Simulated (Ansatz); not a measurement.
Consider the following.

```yaml
crystal:
  lattice:
    - [0.00000, 2.89366, 2.77908]
    - [2.89366, 0.00000, 2.77908]
    - [2.89366, 2.89366, 0.00000]
  atoms:
    - { symbol: Al, position: [0.00000, 0.00000, 0.00000] }
    - { symbol: As, position: [0.75000, 0.75000, 0.75000] }
```

Calculation: PBEsol with spin-orbit coupling, rigid bands (plane waves, PAW; Ansatz, a program for electronic structure). Condition of this run: biaxial stress xx = yy = -2 GPa (compression positive) (the target of the relaxation). How the cell was made: cell and atoms relaxed with PBEsol, then loaded as said.

Question: What conductivity effective mass do dilute holes have at 300 K?

Answer: 0.55 (x), 0.55 (y), 0.29 (z) mₑ.

Question: Predict the electron conductivity mass (n e² τ/σ) at 300 K, by direction if it differs.

Answer: 0.27 (x), 0.27 (y), 0.92 (z) mₑ.

Question: And the band gap?

Answer: 1.08 eV at this level; semilocal functionals usually fall short of the measured gap.

Rigid bands, one relaxation time for all states, no polarons.
